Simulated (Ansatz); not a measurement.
**Hypothetical P6_3/mmc PtSe2: element substitutions**

Start from PtSe₂ in the 2H-MoS2 type structure (space group P6_3/mmc, No. 194; a = 3.571 Å, c = 10.964 Å; a hypothetical phase, not in the database extracts checked; layered, stacked along the Cartesian z axis).

Each row replaces one element on all its sites; cell and atoms are relaxed.

Method: Ansatz (a first-principles code) PBE-D3(BJ), no spin-orbit coupling, earlier PAW set.

```
case     c/a ratio  volume per atom
-------  ---------  ---------------
base         3.071         20.18 Å³
Se → As      3.337         18.62 Å³
Pt → Os      3.381         20.25 Å³
Se → Br      3.376         23.84 Å³
```

Stability against distortions was not tested. As relaxed here, PtAs2, OsSe2 and PtBr2 are hypothetical phases, not in the database extracts checked. No Hubbard U is applied, and correlation can decide whether such a compound is a metal. The final runs are not spin-polarised. PtAs2, PtSe2, OsSe2 and PtBr2 have a high density of states at the Fermi level and may be magnetic at this level.
